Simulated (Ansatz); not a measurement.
NbIr (model structure, Fm-3m, No. 225, 2 atoms in the cell) was calculated with LDA (PAW; Ansatz, a quantum-chemistry and plane-wave program).

Run with plane-wave cutoff 520 eV, 18×18×18 k mesh, Fermi–Dirac smearing 0.05 eV, no spin polarisation, scalar-relativistic PAW data made under PBE.

Cell (relaxed at this level):

IrNb is modelled in the cubic space group Fm-3m (No. 225), the rock salt structure, Pearson symbol cF8. Cell: a = 5.1815 Å, b = 5.1815 Å, c = 5.1815 Å, α = 90.00°, β = 90.00°, γ = 90.00°. Ir on 4a is surrounded by 6 Nb at 2.591 Å (octahedral). Nb on 4b sees 6 Ir at 2.591 Å and 12 Nb at 3.664 Å. (Neighbours: up to the widest gap in distance over summed covalent radii, below 1.35, at either atom.)
(The calculation used a cell of 2 atoms; values per cell refer to that cell.)

What does this level give for the bulk modulus B0?


- bulk modulus B0 = 231 GPa

Note: the run has no spin polarisation, so it can have missed a magnetic state; the bulk modulus is −V dP/dV from two relaxed cells at ±2 % in volume; the relaxation could raise the start's symmetry but not lower it, so the cell can be a saddle point.

Spin–orbit coupling is not included.

The computed numbers hold no vibrational or temperature effects.

It cost roughly 30 core-seconds of CPU time.

A model structure was made by putting elements into a prototype or built by hand; it is no filed structure, need not be a known phase, and can be a saddle point held by its symmetry.
